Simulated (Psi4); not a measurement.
Psi4 1.11, BP86/def2-svp: La(OH)2(OMe) (C[O][La]([OH])[OH]), 10 atoms. The geometry is a generated start, not checked to be a minimum at this level.

```json
{
  "task": "energy",
  "method": "bp86",
  "basis": "def2-svp",
  "memory": "3 GB",
  "maxiter": "100",
  "keys_of_the_molecule_block": "symmetry c1",
  "scf_type": "df (default)",
  "e_convergence": "1e-06 (default)",
  "d_convergence": "1e-06 (default)",
  "dft_radial_points": "75 (default)",
  "dft_spherical_points": "302 (default)",
  "effective_core_potentials": "those of the basis set, past Kr",
  "basis_functions": "113",
  "grid_points": "216490"
}
```

```xyz
10

La    -0.5159     0.0445     1.0006
O      0.4218    -1.0991     2.5514
H      0.7261    -0.7034     3.3800
O      0.5158     1.8725     0.7467
H      0.7023     2.4997     1.4591
O     -1.0780    -0.8146    -0.7197
C     -0.3372    -0.5101    -1.8633
H      0.5343    -1.1828    -1.9561
H     -0.9759    -0.6541    -2.7470
H      0.0067     0.5473    -1.8517
```

Charge 0 and multiplicity 1 are set for this test and not shown to be the ground state.

With the defaults (diis = true, scf_initial_accelerator = adiis, damping_percentage = 0, guess = auto, which took SAD, level_shift = 0, level_shift_cutoff = 0.01, soscf = false, soscf_start_convergence = 0.01, diis_max_vecs = 10) it converges in 11 SCF iterations. One run each on 2 threads, with these changes:
- soscf = true, soscf_start_convergence = 0.001
- guess = sapgau
- guess = sap
- diis_max_vecs = 6
- soscf = true
- scf_initial_accelerator = none
- guess = gwh
- level_shift = 0.1, level_shift_cutoff = 0.001
- diis = false, scf_initial_accelerator = none, damping_percentage = 60

**Question.** Which of these changes keep the SCF from converging, or lead it to another solution?

**Answer.** No convergence: diis = false, scf_initial_accelerator = none, damping_percentage = 60 (the run ends without SCF convergence in 100 iterations). The rest reach the solution of the defaults.

```csv
setting,SCF iterations,JK calls,end
soscf = true,7,23,same solution
"soscf = true, soscf_start_convergence = 0.001",9,20,same solution
the defaults,11,12,same solution
"level_shift = 0.1, level_shift_cutoff = 0.001",11,12,same solution
scf_initial_accelerator = none,11,12,same solution
diis_max_vecs = 6,11,12,same solution
guess = gwh,14,14,same solution
guess = sap,15,15,same solution
guess = sapgau,16,16,same solution
"diis = false, scf_initial_accelerator = none, damping_percentage = 60",100,101,no convergence
```

An SOSCF iteration holds several JK calls; a Hückel guess adds calls on atoms. 1 further run of the study ended by our limits or in an error and is left out.
